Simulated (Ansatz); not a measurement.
**Cs2O2: pressure series**

Consider Cs$_{2}$O$_{2}$ (space group Immm, No. 71; a cell from a computed database, its experimental status unchecked; with O–O pairs, as in a peroxide).

```
CELL_PARAMETERS angstrom
     -2.15716     3.22971     3.77299
      2.15716    -3.22971     3.77299
      2.15716     3.22971    -3.77299
ATOMIC_POSITIONS crystal
  Cs 0.25411 0.25411 0.00000
  Cs 0.74589 0.74589 0.00000
  O  0.61572 0.00000 0.61572
  O  0.38428 0.00000 0.38428
```

Cell and atoms are relaxed at each pressure.

The values are results of Kohn–Sham DFT with the r2SCAN functional, run in Ansatz (a first-principles code) with PAW and 500 eV plane waves, spin-orbit coupling left out, earlier PAW set, not measurements.

```csv
variant,hole mass,gap character,electron mass
base,"2.7 mₑ along a, 1.6 mₑ along b, 1.3 mₑ along c (at Γ)","indirect, Γ → k = (0.111, -0.111, 0.111) in the run's primitive reciprocal basis","0.57 mₑ along a, 0.71 mₑ along b, 0.52 mₑ along c (off the special points)"
pressure −2 GPa,"2.8 mₑ along a, 2.2 mₑ along b, 1.9 mₑ along c (at Γ)",–,"0.61 mₑ along a, 1.2 mₑ along b, 0.54 mₑ along c (off the special points)"
pressure −1 GPa,"2.8 mₑ along a, 1.7 mₑ along b, 1.5 mₑ along c (at Γ)","indirect, Γ → k = (0.111, -0.111, 0.111) in the run's primitive reciprocal basis","0.60 mₑ along a, 0.78 mₑ along b, 0.52 mₑ along c (off the special points)"
pressure 0.3 GPa,"2.7 mₑ along a, 1.5 mₑ along b, 1.2 mₑ along c (at Γ)","indirect, Γ → k = (0.111, -0.111, 0.111) in the run's primitive reciprocal basis","0.57 mₑ along a, 0.69 mₑ along b, 0.52 mₑ along c (off the special points)"
pressure 0.7 GPa,"2.7 mₑ along a, 1.5 mₑ along b, 1.2 mₑ along c (at Γ)","indirect, Γ → k = (0.111, -0.111, 0.111) in the run's primitive reciprocal basis","0.56 mₑ along a, 0.68 mₑ along b, 0.52 mₑ along c (off the special points)"
pressure 1.5 GPa,"2.7 mₑ along a, 1.4 mₑ along b, 1.1 mₑ along c (at Γ)","indirect, Γ → k = (0.111, -0.111, 0.111) in the run's primitive reciprocal basis","0.55 mₑ along a, 0.66 mₑ along b, 0.52 mₑ along c (off the special points)"
pressure 3 GPa,"2.6 mₑ along a, 1.3 mₑ along b, 0.99 mₑ along c (at Γ)","indirect, Γ → k = (0.111, -0.111, 0.111) in the run's primitive reciprocal basis","0.65 mₑ along k, 0.52 mₑ across (off the special points)"
pressure 5 GPa,"2.6 mₑ along a, 1.2 mₑ along b, 0.87 mₑ along c (at Γ)","indirect, Γ → X","0.40 mₑ along a, 1.8 mₑ along b, 0.78 mₑ along c (at X)"
pressure 7.5 GPa,"2.6 mₑ along a, 1.2 mₑ along b, 0.77 mₑ along c (at Γ)","indirect, Γ → X","0.35 mₑ along a, 2.1 mₑ along b, 0.77 mₑ along c (at X)"
pressure 10 GPa,"2.6 mₑ along a, 1.1 mₑ along b, 0.70 mₑ along c (at Γ)","indirect, Γ → X","0.32 mₑ along a, 2.6 mₑ along b, 0.76 mₑ along c (at X)"
```

Load acts through the strain it causes; cell and atoms are relaxed under it. Effective masses come from finite differences of ±0.01 Å⁻¹. Along k means along the line from Γ to the band edge. No phonon test of stability was made. No other phases were tried under pressure.
